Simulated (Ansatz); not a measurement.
SnO (within 0.1 Å of Cmce, No. 64, 8 atoms in the cell; start mp-1078644; a measured phase of this formula has another space group), treated with PBE0 (PAW; Ansatz, a quantum-chemistry and plane-wave program).

Numerical settings: plane-wave cutoff 500 eV, 6×6×2 k mesh (along the axes of the cell as run), gaussian smearing 0.02 eV, scalar-relativistic PAW data made under PBE.

Cell (relaxed with r²SCAN):

SnO is modelled in the orthorhombic space group Cmc2₁ (No. 36), Pearson symbol oS16. Conventional cell: a = 4.507 Å, b = 5.281 Å, c = 12.530 Å, α = β = γ = 90.00°. Sn1 on 4a sees 2 O at 2.135–2.167 Å and 2 O at 2.411 Å. Sn2 on 4a is coordinated by 2 O at 2.135–2.168 Å and 2 O at 2.411 Å. O1 on 4a is surrounded by 2 Sn at 2.135–2.167 Å and 2 Sn at 2.411 Å. O2 on 4a sees 2 Sn at 2.135–2.168 Å and 2 Sn at 2.411 Å. (Neighbours: up to the widest gap in distance over summed covalent radii, below 1.35, at either atom; cation-cation and far metal-metal contacts left out.)
(The calculation used a cell of 8 atoms; values per cell refer to that cell.)

**Question.** Estimate the band gap that the calculation returns.

**Answer.** 
* **band gap**: 3.24 eV (on the SCF k mesh)

Note: cell and atoms aren't relaxed at this level (largest force component 0.16 eV/Å, pressure -0.5 GPa); the cell has widely spaced layers and the level no dispersion term, so their spacing and the moduli can rest on weak binding.

Spin–orbit coupling is not included.

The computed numbers hold no vibrational or temperature effects.

Computing time: around 9 core-minutes (rough).

A start named mp-… is a Materials Project structure, which need not be a measured phase.
